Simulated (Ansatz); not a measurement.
The starting structures come from a database of crystals and need not be the phases stable at ambient conditions.

Crystal: YOF (P4/nmm, not sure to be the ambient phase, 6 atoms a cell, 13.3 Å³ an atom, -2 GPa at this level); planes in its conventional cell.

These are PBEsol (plane waves, PAW; Ansatz, a program for electronic structure) values and carry that method's errors.

No gap correction and no spin-orbit coupling; mid-gap values are interpolated between computed energies.

```tsv
plane	area of the cell (Å²)	mid-gap κ (1/Å)	largest κ in the gap (1/Å)
(100)	20.9	0.41	0.43
(110)	29.5	?	?
(001)	14.7	?	?
```

The slowest decay depends on the direction. Supply the withheld values.


- (110), mid-gap κ (1/Å): 0.37
- (110), largest κ in the gap (1/Å): 0.37
- (001), mid-gap κ (1/Å): 0.47
- (001), largest κ in the gap (1/Å): 0.47
